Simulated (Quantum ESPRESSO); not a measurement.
A relaxation of the atoms of LuNi4Sn (R3m, 6 atoms in the cell) with Quantum ESPRESSO.

Method of the run: LDA (PZ), PSlibrary PAW (LDA) pseudopotentials (plane waves; Quantum ESPRESSO 7.5).

Input as run:

```fortran
&control
   calculation = 'relax'
   outdir = './tmp'
   pseudo_dir = './'
   verbosity = 'high'
   forc_conv_thr = 3.9e-05
/
&system
   ibrav = 0
   nat = 6
   ntyp = 3
   ecutwfc = 55
   ecutrho = 440
   occupations = 'smearing'
   smearing = 'gaussian'
   degauss = 0.0073499
/
&electrons
   conv_thr = 1.0d-9
/
&ions
/
ATOMIC_SPECIES
Lu   174.9668  Lu.pz-spdn-kjpaw_psl.1.0.0.UPF
Ni    58.6934  Ni.pz-n-kjpaw_psl.1.0.0.UPF
Sn   118.7100  Sn.pz-dn-kjpaw_psl.1.0.0.UPF
CELL_PARAMETERS angstrom
   0.000000000     3.512947000     3.512947000
   3.512947000     0.000000000     3.512947000
   3.512947000     3.512947000     0.000000000
ATOMIC_POSITIONS crystal
Lu    0.012326000    0.012326000    0.012326000
Ni    0.624790000    0.624790000    0.624790000
Ni    0.125630000    0.624790000    0.624790000
Ni    0.624790000    0.624790000    0.125630000
Ni    0.624790000    0.125630000    0.624790000
Sn    0.250000000    0.250000000    0.250000000
K_POINTS automatic
4 4 4  0 0 0
```

Log, with long lists cut:

```
     Self-consistent Calculation

     iteration #  1     ecut=    55.00 Ry     beta= 0.70

---- Real-time Memory Report at c_bands before calling an iterative solver
           349 MiB given to the printing process from OS
           104 MiB allocation reported by mallinfo(arena+hblkhd)
------------------

     total energy              =   -1803.36588716 Ry
     estimated scf accuracy    <       1.62366997 Ry

     iteration #  2     ecut=    55.00 Ry     beta= 0.70

---- Real-time Memory Report at c_bands before calling an iterative solver
           393 MiB given to the printing process from OS
   [... lines left out ...]

---- Real-time Memory Report at c_bands before calling an iterative solver
           408 MiB given to the printing process from OS
           142 MiB allocation reported by mallinfo(arena+hblkhd)
------------------

     total energy              =   -1804.58431397 Ry
     estimated scf accuracy    <       0.00000003 Ry

     iteration # 13     ecut=    55.00 Ry     beta= 0.70

---- Real-time Memory Report at c_bands before calling an iterative solver
           410 MiB given to the printing process from OS
           142 MiB allocation reported by mallinfo(arena+hblkhd)
------------------
     End of self-consistent calculation

     the Fermi energy is    13.5361 ev

!    total energy              =   -1804.58431397 Ry
     estimated scf accuracy    <          1.1E-10 Ry
     smearing contrib. (-TS)   =      -0.00249611 Ry
     internal energy E=F+TS    =   -1804.58181786 Ry

      -> PAW hartree energy AE =     490.03322231 Ry
      -> PAW hartree energy PS =    -487.64067901 Ry
      -> PAW xc energy AE      =   -1389.74585977 Ry
      -> PAW xc energy PS      =     266.00597080 Ry
      -> total E_H with PAW    =     132.69317380 Ry
      -> total E_XC with PAW   =   -1391.13983328 Ry

     convergence has been achieved in  13 iterations

     Forces acting on atoms (cartesian axes, Ry/au):

     atom    1 type  1   force =    -0.02146971   -0.02146971   -0.02146971
   [... lines left out ...]
     Total force =     0.045468     Total SCF correction =     0.000021
     the Fermi energy is    13.5459 ev
!    total energy              =   -1804.58924941 Ry
     Total force =     0.000081     Total SCF correction =     0.000002
     bfgs converged in  16 scf cycles and  15 bfgs steps
     Final energy             =   -1804.5892494075 Ry
   [... lines left out ...]
Ni               0.6270542641        0.6270542641        0.6270542641
Ni               0.1270333039        0.6270617350        0.6270617350
Ni               0.6270617350        0.6270617350        0.1270333039
Ni               0.6270617350        0.1270333039        0.6270617350
Sn               0.2520609807        0.2520609807        0.2520609807
End final coordinates

   JOB DONE.
```

The run converged. 

Summary of the result:
| Item | Value |
|---|---|
| Free energy E − TS | -24552.6875 eV |
| Fermi level (on the code's own zero) | 13.55 eV |
| Largest force (vector length) | 0.001 eV/Å |
| Relaxation steps | 15 |

The starting cell comes from a database of computed structures (which also holds hypothetical and non-ambient phases and stackings), without a prior relaxation at this level. Its lattice was rescaled by up to half a per cent. For this run, on top of that: one atom moved by 0.15 angstrom. Spin polarisation is off. The relaxation keeps the symmetry of its start, so its end need not be a minimum.

Cost on one core of a shared machine: roughly 20 min.
